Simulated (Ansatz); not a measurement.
The starting structures come from a database of crystals and need not be the phases stable at ambient conditions.

 Where the default PAW files enter, the runs use the earlier of Ansatz's two default sets.

Evanescent states of CaSnO3 (R-3, not sure to be the ambient phase, 10 atoms a cell, 13.5 Å³ an atom) along the normal of (001)

All values below come from PBEsol (plane waves, PAW; Ansatz, a first-principles code).

The gap is the functional's own. No spin-orbit coupling. Mid-gap values are interpolated on the energy grid.

Energies count from the valence-band top; κ is the least over a 6×6 mesh across the current.

```csv
E (eV),κ (1/Å),where
0.07,0.200,off Γ
0.23,0.231,Γ
0.38,0.251,Γ
0.53,0.267,Γ
0.68,0.279,Γ
0.82,(withheld),Γ
0.97,(withheld),Γ
1.12,(withheld),Γ
1.27,(withheld),Γ
1.43,(withheld),Γ
1.57,(withheld),Γ
1.73,(withheld),Γ
1.88,(withheld),Γ
2.02,(withheld),Γ
2.17,(withheld),Γ
2.33,0.247,Γ
2.48,0.227,Γ
2.62,0.201,Γ
2.77,0.167,Γ
2.92,0.117,Γ
```

Task: Complete the blanks.

Result: 
- 0.82, κ (1/Å): 0.289
- 0.97, κ (1/Å): 0.295
- 1.12, κ (1/Å): 0.299
- 1.27, κ (1/Å): 0.301
- 1.43, κ (1/Å): 0.300
- 1.57, κ (1/Å): 0.298
- 1.73, κ (1/Å): 0.293
- 1.88, κ (1/Å): 0.285
- 2.02, κ (1/Å): 0.276
- 2.17, κ (1/Å): 0.263
